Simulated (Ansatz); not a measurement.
NiAs-type NiSb was calculated with revPBE in Ansatz (PAW).

Settings: plane-wave cutoff 520 eV, 18×18×12 k mesh (along the axes of the cell as run), Fermi–Dirac smearing 0.05 eV, no spin polarisation, scalar-relativistic PAW data made under PBE.

The volume scan:

```
V (Å³/atom)  E − E_lowest (meV/atom)
-----------  -----------------------
17.256                         10.23
17.615                          2.46
17.974                          0.00
18.334                          2.24
18.693                          8.65
```

Q: Estimate the bulk modulus and its pressure derivative from these points.

A: V0 = 17.976 Å³/atom, B0 = 105 GPa, B′ = 5.1 (fit to the energies at full precision).

Shape and atoms are relaxed at each volume.

Note: the bulk modulus comes from volumes at which shape and atoms were relaxed.

Spin–orbit coupling is not included.

Computed values are for the static lattice.

It cost very roughly 6 core-minutes of CPU time.

Ansatz is a quantum-chemistry and plane-wave program.
